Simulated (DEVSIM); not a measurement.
abrupt InP n-p junction

Structure: abrupt InP n-p junction, at 300 K.

```tsv
layer (left to right)	material	thickness (μm)	Nd (cm⁻³)	Na (cm⁻³)	τn (s)	τp (s)
1	InP	0.340	4.8e15	-	3.9e-8	3.9e-8
2	InP	20.0	-	3.3e17	3.9e-8	3.9e-8
```

Left contact: ohmic. Right contact: ohmic. Voltage is applied to the left contact. Recombination: SRH at mid-gap. Mobility is μmin + (μ − μmin)/(1 + (N/Nref)^α).

The device is made up for the run: typed textbook-type constants, with dimensions and the other settings drawn at random. Values at 300 K.

| parameter | InP |
|---|---|
| gap (eV) | 1.344 |
| affinity (eV) | 4.38 |
| permittivity | 12.5 |
| Nc (cm⁻³) | 5.7e17 |
| Nv (cm⁻³) | 1.1e19 |
| μn (cm²/Vs) | 5200 |
| μp (cm²/Vs) | 170 |
| μn,min | 400 |
| μp,min | 10 |
| Nref,n | 3e17 |
| Nref,p | 4.9e17 |
| αn | 0.47 |
| αp | 0.62 |

DEVSIM, 1D drift-diffusion, Boltzmann statistics, complete ionisation; no tunnelling, impact ionisation, image-force lowering or self-heating.

```
Quantity                                           Result
---------------------------------------------  ----------
Potential step across the device at zero bias     1.130 V
Largest field in the device at zero bias       48000 V/cm
Dark forward voltage at 1 A/cm²                   0.878 V
Dark forward voltage at 100 A/cm²                 1.061 V
```

Dark forward current:

(V (V), J (A/cm²)): (-0.05, -1.2e-10); (-0.10, -4.4e-10); (-0.15, -1.3e-9); (-0.25, -1.0e-8); (-0.30, -3.0e-8); (-0.35, -8.7e-8); (-0.40, -2.7e-7); (-0.50, -3.6e-6); (-0.55, -1.6e-5); (-0.60, -8.0e-5); (-0.65, -0.00042); (-0.70, -0.0023); (-0.80, -0.071); (-0.85, -0.39); (-0.90, -2.1); (-0.95, -9.8); (-1.05, -87); (-1.10, -160); (-1.15, -250); (-1.20, -360); (-1.25, -470); (-1.35, -740); (-1.40, -890); (-1.45, -1100); (-1.50, -1200); (-1.60, -1700); (-1.65, -1900); (-1.70, -2100)
